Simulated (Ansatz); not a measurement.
An ideal cubic perovskite cell is held by its symmetry; such compounds can tilt or shift off centre at room temperature. The starting structures come from a database of crystals and need not be the phases stable at ambient conditions.

Evanescent states of Na3BrO (Pm-3m, anti-perovskite, not sure to be the ambient phase, 5 atoms a cell, 18.6 Å³ an atom) along the normal of (001)

All values below come from r2SCAN (plane waves, PAW; Ansatz, an electronic-structure program).

The gap is the functional's own, uncorrected, and κ follows it; spin-orbit coupling is left out. Mid-gap values are interpolated between the computed energies.

Energies count from the valence-band top; κ is the least over a 8×8 mesh across the current.

```csv
E (eV),κ (1/Å),where
0.07,0.107,Γ
0.20,0.173,Γ
0.33,0.211,Γ
0.46,0.235,Γ
0.58,0.251,Γ
0.71,0.262,Γ
0.84,0.268,Γ
0.97,0.271,Γ
1.10,0.271,Γ
1.24,0.269,Γ
1.36,0.264,Γ
1.50,0.257,Γ
1.62,0.248,Γ
1.75,0.237,Γ
1.89,0.224,Γ
2.02,0.208,Γ
2.15,0.188,Γ
2.27,0.163,Γ
2.40,0.131,Γ
2.54,0.083,Γ
```

Question: How thick must the barrier be to attenuate the transmission by 10^4 when the electrodes' Fermi level lies at 1.10 eV, and what attenuation does that film give at 2.54 eV?

Answer: d = 4 ln 10 / (2 × 0.271) = 17.0 Å. At 2.54 eV it gives 4 × 0.083/0.271 = 1.2 decades.
